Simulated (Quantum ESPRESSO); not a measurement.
Quantum ESPRESSO run on CaPb₃ (P1, 4 atoms in the cell): self-consistent single point.

Method of the run: PBEsol, GBRV 1.5 ultrasoft (PBESOL) pseudopotentials (plane waves; Quantum ESPRESSO 7.5).

The change in words: lattice scaled by 0.97. Reference geometry:
```
CaPb3
1.0
    4.89100     0.00000     0.00000
    0.00000     4.89100     0.00000
    0.00000     0.00000     4.89100
Ca Pb
1 3
Direct
  0.98981   0.00463   0.99533
  0.00293   0.48813   0.50501
  0.49314   0.01548   0.49427
  0.51412   0.49176   0.00539
```

Reference input (self-consistent single point, DFT, PBEsol, plane waves, GBRV 1.5 ultrasoft (PBESOL) pseudopotentials): ecutwfc = 40 Ry; ecutrho = 200 Ry; occupations = smearing; smearing = gauss; degauss = 0.0147 Ry; potentials = {Ca: ca_pbesol_v1.uspp.F.UPF, Pb: pb_pbesol_v1.uspp.F.UPF}; K_POINTS = automatic 5 5 5 0 0 0; conv_thr = 1e-09 Ry; mixing_beta = 0.4. This run's input differs from it in these lines:

```diff
@@ -27,5 +27,5 @@
 CELL_PARAMETERS angstrom
-   4.8910000000     0.0000000000     0.0000000000
-   0.0000000000     4.8910000000     0.0000000000
-   0.0000000000     0.0000000000     4.8910000000
+   4.7442700000     0.0000000000     0.0000000000
+   0.0000000000     4.7442700000     0.0000000000
+   0.0000000000     0.0000000000     4.7442700000
 ATOMIC_POSITIONS alat
```

Output, abridged:

```
     Self-consistent Calculation

     iteration #  1     ecut=    40.00 Ry     beta= 0.40

---- Real-time Memory Report at c_bands before calling an iterative solver
           156 MiB given to the printing process from OS
           121 MiB allocation reported by mallinfo(arena+hblkhd)
------------------

     Threshold (ethr) on eigenvalues was too large:
     Diagonalizing with lowered threshold

---- Real-time Memory Report at c_bands before calling an iterative solver
           254 MiB given to the printing process from OS
           129 MiB allocation reported by mallinfo(arena+hblkhd)
------------------

   [... lines left out ...]
           263 MiB given to the printing process from OS
           138 MiB allocation reported by mallinfo(arena+hblkhd)
------------------

     negative rho (up, down):  5.097E-02 0.000E+00

     total energy              =    -566.59895539 Ry
     estimated scf accuracy    <          2.2E-09 Ry

     iteration # 10     ecut=    40.00 Ry     beta= 0.40

---- Real-time Memory Report at c_bands before calling an iterative solver
           264 MiB given to the printing process from OS
           139 MiB allocation reported by mallinfo(arena+hblkhd)
------------------

     negative rho (up, down):  5.097E-02 0.000E+00
     End of self-consistent calculation

     the Fermi energy is    11.9828 ev

!    total energy              =    -566.59895539 Ry
     estimated scf accuracy    <          1.1E-10 Ry
     smearing contrib. (-TS)   =      -0.00477300 Ry
     internal energy E=F+TS    =    -566.59418240 Ry

     convergence has been achieved in  10 iterations

     negative rho (up, down):  5.097E-02 0.000E+00

     Forces acting on atoms (cartesian axes, Ry/au):

     atom    1 type  1   force =     0.00991053   -0.01402589    0.00228876
     atom    2 type  2   force =     0.00178779    0.01064923   -0.00412327
     atom    3 type  2   force =    -0.00006212   -0.00550148    0.00186089
     atom    4 type  2   force =    -0.01163620    0.00887814   -0.00002639

     Total force =     0.026110     Total SCF correction =     0.000045

     negative rho (up, down):  5.097E-02 0.000E+00
          total   stress  (Ry/bohr**3)                   (kbar)     P=       43.00
   0.00028832  -0.00001487  -0.00000341           42.41       -2.19       -0.50
  -0.00001487   0.00029877  -0.00000932           -2.19       43.95       -1.37
  -0.00000341  -0.00000932   0.00028989           -0.50       -1.37       42.64

   JOB DONE.
```

The run converged in 10 iterations. Against the reference run the free energy rises by 28.9 meV/atom, the pressure goes from -0.35 to 4.30 GPa and the largest force goes from 0.332 to 0.445 eV/Å.

The starting cell comes from a database of published, mostly measured structures (it also holds non-ambient and calculated ones), without a prior relaxation at this level. Its atoms were displaced at random from the sites of space group no. 221. For this run, on top of that: lattice scaled by 0.97.

Cost on one core of a shared machine: roughly 4 min.
